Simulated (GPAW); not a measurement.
A relaxation of cell and atoms of TiOs (Pm-3m, 2 atoms in the cell) with GPAW.

Computed with LDA (Perdew-Wang 92), GPAW PAW datasets LDA (gpaw-data 1.0.1) (plane waves; GPAW).

```
TiOs
1.0
    3.08000     0.00000     0.00000
    0.00000     3.08000     0.00000
    0.00000     0.00000     3.08000
Os Ti
1 1
Direct
  0.00000   0.00000   0.00000
  0.50000   0.50000   0.50000
```

Reference input (self-consistent single point, DFT PBEsol, plane waves, GPAW PAW datasets PBEsol (made by gpaw-setup)): mode = pw; ecut = 800 eV; xc = PBEsol; kpts = 7 7 7; mesh shift (steps) = 0 0 0; occupations.name = methfessel-paxton; occupations.width = 0.136 eV; occupations.order = 1; nbands = -6; symmetry.symmorphic = false; symmetry.tolerance = 0.0005; maxiter = 100. This run's input differs from it in these lines:

```diff
@@ -1,2 +1,4 @@
 from ase import Atoms
+from ase.filters import FrechetCellFilter
+from ase.optimize import BFGS
 from ase.units import GPa
@@ -13,3 +15,3 @@
 calc = GPAW(mode={'name': 'pw', 'ecut': 800},
-            xc='PBEsol',
+            xc='LDA',
             kpts=(7, 7, 7),
@@ -17,2 +19,3 @@
             nbands=-6,
+            convergence={'density': 1e-05},
             symmetry={'symmorphic': False, 'tolerance': 0.0005},
@@ -21,2 +24,10 @@
 atoms.calc = calc
+
+target = FrechetCellFilter(atoms)
+
+opt = BFGS(target, logfile='-')
+converged = opt.run(fmax=0.02, steps=40)
+print('Relaxation converged:', converged)
+print('Cell:', atoms.cell.cellpar().round(4))
+print(atoms.get_scaled_positions().round(5))
```

Its files differ too (potentials: GPAW PAW datasets LDA (gpaw-data 1.0.1)).

Output (repeated stretches shortened):

```
     iter     time        total  log10-change:
                         energy   eigst   dens
iter:   1 --:--:--   -22.064039
iter:   2 --:--:--   -21.992359   -0.75  -1.35
iter:   3 --:--:--   -21.670521   -1.36  -1.36
iter:   4 --:--:--   -21.518606   -1.39  -1.50
iter:   5 --:--:--   -21.695032   -1.17  -1.80
iter:   6 --:--:--   -21.531770   -1.82  -1.78
iter:   7 --:--:--   -21.526406   -2.00  -2.21
iter:   8 --:--:--   -21.522014c  -3.42  -2.64
iter:   9 --:--:--   -21.529169c  -2.95  -3.02
iter:  10 --:--:--   -21.521767c  -3.10  -2.50
iter:  11 --:--:--   -21.521659c  -3.66  -3.08
iter:  12 --:--:--   -21.521636c  -5.25  -3.63
iter:  13 --:--:--   -21.521643c  -5.55  -3.85
iter:  14 --:--:--   -21.521634c  -5.71  -3.88
iter:  15 --:--:--   -21.521639c  -5.89  -4.05
iter:  16 --:--:--   -21.521635c  -6.62  -4.55
iter:  17 --:--:--   -21.521637c  -7.06  -4.56
iter:  18 --:--:--   -21.521637c  -8.17c -5.07c
Converged after 18 iterations.

Dipole moment: (0.000000, -0.000000, 0.000000) |e|*Ang

Energy contributions relative to reference atoms: (reference = -491831.100510)

Kinetic:         +8.402305
Potential:      -10.033139
External:        +0.000000
XC:             -19.788062
Entropy (-ST):   -0.000667
Local:           -0.102297
SIC:             +0.000000
--------------------------
Free energy:    -21.521859
Extrapolated:   -21.521637

Showing only first 2 kpts
 Kpt  Band  Eigenvalues  Occupancy
  0    11     10.89408    2.00000
  0    12     10.89408    2.00000
  0    13     14.01626   -0.00000
  0    14     14.01626   -0.00000

  1    11     10.82103    2.00000
  1    12     11.05716    2.00000
  1    13     13.58219   -0.00000
  1    14     14.16731   -0.00000

Fermi level: 12.24806

No gap
   [... lines left out ...]
Atomic positions and initial magnetic moments
Free energy:    -21.547144
Fermi level: 12.57216
No gap
Atomic positions and initial magnetic moments
Free energy:    -21.555250
Fermi level: 12.91174
No gap
   [... lines left out ...]
     0.000000    -0.001358     0.000000
     0.000000     0.000000    -0.001358

Forces in eV/Ang:
  0 Os   -0.00000    0.00000    0.00000
  1 Ti   -0.00000   -0.00000   -0.00000

BFGS:    2 --:--:--      -21.555250        0.019071
Relaxation converged: True
Cell: [ 3.04  3.04  3.04 90.   90.   90.  ]
[[0.  0.  0. ]
 [0.5 0.5 0.5]]
Energy (eV): -21.554691
Stress (GPa, Voigt): [-0.2175 -0.2175 -0.2175  0.      0.      0.    ]
```

The run converged. GPAW prints stress with tension positive. 

Summary of the result:
| Property | Result |
|---|---|
| Free energy E − TS (from the program's reference atoms) | -21.5553 eV |
| Fermi level (on the code's own zero) | 12.91 eV |
| Pressure | 0.22 GPa |
| Final cell | a = 3.040 Å, b = 3.040 Å, c = 3.040 Å, α = 90.00°, β = 90.00°, γ = 90.00° |
| Final volume per atom | 14.05 Å³ |
| Relaxation steps | 2 |

The starting cell comes from a database of published, mostly measured structures (it also holds non-ambient and calculated ones), without a prior relaxation at this level. Spin polarisation is off. The relaxation keeps the symmetry of its start, so its end need not be a minimum.

Cost on one core of a shared machine: roughly 80 s.
